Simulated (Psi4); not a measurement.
Psi4 1.11, WB97X/def2-svp: W(F)4(OH) ([OH][W+]([F])([F])([F])[F]), charge +1, multiplicity 1, 7 atoms. The geometry is a generated start, not checked to be a minimum at this level.

```json
{
  "task": "energy",
  "method": "wb97x",
  "basis": "def2-svp",
  "memory": "3 GB",
  "maxiter": "100",
  "keys_of_the_molecule_block": "symmetry c1",
  "scf_type": "df (default)",
  "diis_max_vecs": "10 (default)",
  "e_convergence": "1e-06 (default)",
  "d_convergence": "1e-06 (default)",
  "dft_radial_points": "75 (default)",
  "dft_spherical_points": "302 (default)",
  "effective_core_potentials": "those of the basis set, past Kr",
  "basis_functions": "107",
  "grid_points": "152730"
}
```

```xyz
7

W     -0.1549    -0.3237    -0.0029
F      1.3963    -1.1952    -0.3521
F     -0.7048    -0.1438     1.7184
F     -1.2456     0.1362    -1.3838
F     -0.9706    -1.9222    -0.0032
O      0.6330     1.2820     0.0011
H      1.0465     2.1666     0.0224
```

Charge 1 and multiplicity 1 are set for this test and not shown to be the ground state.

With the defaults (damping_percentage = 0, diis = true, scf_initial_accelerator = adiis, soscf = false, soscf_start_convergence = 0.01, guess = auto, which took SAD, diis_start = 1) it converges in 10 SCF iterations. One run each on 2 threads, with these changes:
- damping_percentage = 20
- guess = gwh
- guess = modhuckel
- soscf = true, soscf_start_convergence = 0.1
- guess = sapgau
- soscf = true
- damping_percentage = 60, diis = false, scf_initial_accelerator = none
- diis_start = 4
- damping_percentage = 60

Which of these changes keep the SCF from converging, or lead it to another solution?

No convergence: damping_percentage = 60; damping_percentage = 60, diis = false, scf_initial_accelerator = none (the run ends without SCF convergence in 100 iterations). The rest reach the solution of the defaults.

| setting | SCF iterations | JK calls | end |
|---|---|---|---|
| soscf = true, soscf_start_convergence = 0.1 | 6 | 22 | same solution |
| soscf = true | 7 | 23 | same solution |
| the defaults | 10 | 11 | same solution |
| guess = modhuckel | 12 | 42 | same solution |
| guess = gwh | 13 | 13 | same solution |
| diis_start = 4 | 16 | 17 | same solution |
| guess = sapgau | 17 | 17 | same solution |
| damping_percentage = 20 | 18 | 19 | same solution |
| damping_percentage = 60 | 100 | 101 | no convergence |
| damping_percentage = 60, diis = false, scf_initial_accelerator = none | 100 | 101 | no convergence |

An SOSCF iteration holds several JK calls; a Hückel guess adds calls on atoms.
